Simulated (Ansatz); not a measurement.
## Several settings converged on CoSi₂ (I4mm, 3 atoms in the cell)

```
CELL_PARAMETERS angstrom
      0.00000     2.67196     2.67196
      2.67196     0.00000     2.67196
      2.67196     2.67196     0.00000
ATOMIC_POSITIONS crystal
  Co 0.00936 0.00936 0.99064
  Si 0.25000 0.25000 0.25000
  Si 0.75000 0.75000 0.75000
```

Base method: PBEsol, default PAW files made with PBE (plane waves; Ansatz, an electronic-structure program).

Base settings: basis.ecutwfc = 420 eV; kpoints.mp_grid.grid = 11 11 11; hamiltonian.xc = pbesol; hamiltonian.pseudopotentials = {kind: paw} (the program's default PAW files); scf.occupations.method = fermi_dirac; scf.occupations.width = 0.1 eV.

The count of work is k-points × plane waves × bands × iterations; it is no time. 

**The cutoff for other potential files**

Level: DFT, PBEsol, plane waves, harder PAW files (source: ansatz) made with PBE.

In this ladder: hamiltonian.pseudopotentials = {kind: paw, source: ansatz}.

The second cell is the first with its lattice scaled by 0.98.

The mesh stays at the base's, so the ladder's end is converged at best in this setting alone.

The first pressure column holds Ansatz's estimate of the finite-basis (Pulay) stress, which hides part of the cutoff error; the other is without it.

Only quantities that move along the ladder and can be compared are tabulated.

| basis.ecutwfc | free energy less the last step's (meV/atom) | energy of the compressed cell less the first (meV/atom) | pressure (GPa) | pressure without the Pulay estimate (GPa) | largest difference of a force vector from the last step's (eV/Å) | count of work / last |
|---|---|---|---|---|---|---|
| 405 eV | 2669.19 | 4.85 | -8.23 | -170.31 | 0.019 | 0.11 |
| 495 eV | 507.48 | 21.34 | -1.70 | -42.37 | 0.005 | 0.13 |
| 630 eV | 36.52 | 13.37 | -2.97 | -7.05 | 0.000 | 0.18 |
| 765 eV | 1.97 | 13.13 | -3.09 | -3.35 | 0.000 | 0.25 |
| 900 eV | 0.37 | 13.11 | -3.09 | -3.11 | 0.000 | 0.31 |
| 1080 eV | 0.21 | 13.10 | -3.10 | -3.10 | 0.000 | 0.47 |
| 1350 eV | 0.06 | 13.09 | -3.10 | -3.10 | 0.000 | 0.65 |
| 1800 eV | 0.00 | 13.09 | -3.10 | -3.10 | 0.000 | 1.0 |

Coarsest basis.ecutwfc that holds the pressure without the Pulay estimate within 0.2 GPa of the last step, with all finer ones: 900 eV, at 0.31 of the last step's count of work; the step before is off by 0.25 GPa.

Coarsest basis.ecutwfc that holds the energy of the compressed cell less the first within 0.5 meV/atom of the last step, with all finer ones: 630 eV, at 0.18 of the last step's count of work; the step before is off by 8.2 meV/atom.

Coarsest basis.ecutwfc that holds the free energy within 5 meV/atom of the last step, with all finer ones: 765 eV, at 0.25 of the last step's count of work; the step before is off by 37 meV/atom.

The energy difference between the two cells stays within 1 meV/atom of the last step's from 630 eV on, the total only from 900 eV on: much of the error is common to both cells and cancels.

At the lowest cutoff the pressure without the Pulay estimate lies 167 GPa under the last step's, the usual sign of Pulay stress in an incomplete plane-wave basis.

**The density cutoff**

The second cell is the first with its lattice scaled by 0.98.

The mesh stays at the base's, so the ladder's end is converged at best in this setting alone.

Only quantities that move along the ladder and can be compared are tabulated.

```tsv
basis.ecutrho_ratio	free energy less the last step's (meV/atom)	energy of the compressed cell less the first (meV/atom)	pressure (GPa)
2	-4.48	13.61	-2.70
3	-0.09	13.26	-3.06
4	0.00	13.25	-3.07
5	0.00	13.25	-3.07
6	0.00	13.25	-3.07
8	0.00	13.25	-3.07
10	0.00	13.25	-3.07
12	0.00	13.25	-3.07
16	0.00	13.25	-3.07
```

Coarsest basis.ecutrho_ratio that holds the pressure within 0.1 GPa of the last step, with all finer ones: 3; the step before is off by 0.37 GPa.

Coarsest basis.ecutrho_ratio that holds the free energy within 2 meV/atom of the last step, with all finer ones: 3; the step before is off by 4.5 meV/atom.

Coarsest basis.ecutrho_ratio that holds the energy of the compressed cell less the first within 0.2 meV/atom of the last step, with all finer ones: 3; the step before is off by 0.36 meV/atom.

The energy difference between the two cells stays within 1 meV/atom of the last step's from 2 on, the total only from 3 on: much of the error is common to both cells and cancels.

**The relaxed cell against the cutoff**

On CoSi2 (Fm-3m, 3 atoms in the cell): atoms on their sites.

In this ladder: relax = cell and atoms.

The mesh stays at the base's, so the ladder's end is converged at best in this setting alone.

Only quantities that move along the ladder and can be compared are tabulated.

| basis.ecutwfc | relaxed volume (Å³/atom) | relaxation steps |
|---|---|---|
| 210 eV | 12.134 | 35 |
| 250 eV | 12.600 | 20 |
| 295 eV | 12.458 | 12 |
| 355 eV | 12.513 | 6 |
| 420 eV | 12.494 | 4 |
| 505 eV | 12.493 | 4 |
| 630 eV | 12.493 | 4 |
| 840 eV | 12.493 | 4 |

Coarsest basis.ecutwfc that holds the relaxed volume within 0.062 Å³/atom of the last step, with all finer ones: 295 eV; the step before is off by 0.11 Å³/atom.

At the lowest cutoff the cell relaxes to a volume 2.9 % smaller than at the highest. Ansatz relaxes on a stress corrected for the finite basis.

On the base run: the starting cell has typed, rounded lattice constants, without a prior relaxation at this level. Its lattice was rescaled by up to half a per cent. One atom was moved a little off its site on purpose. Spin polarisation is off.

Keys are those of Ansatz 0.2.
